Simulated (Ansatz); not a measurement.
CsCl-type FeAl, treated with LDA (PAW; Ansatz, a program for electronic structure).

Run with plane-wave cutoff 520 eV, 16×16×16 k mesh, Fermi–Dirac smearing 0.1 eV, perturbation theory, force constants from a 4×4×4 q mesh, no spin polarisation, scalar-relativistic PAW data made under PBE.

Computed at the level's own relaxed cell.

```
AlFe
1.0
    2.81155     0.00000     0.00000
    0.00000     2.81155     0.00000
    0.00000     0.00000     2.81155
Al Fe
1 1
Direct
  0.50000   0.50000   0.50000
  0.00000   0.00000   0.00000
```

Harmonic phonon frequencies (cm⁻¹; i marks an imaginary mode):

```csv
q point,frequencies
Γ,0 0 0 368 368 368
R,227 227 227 373 373 373
```

No imaginary mode appears at these points.
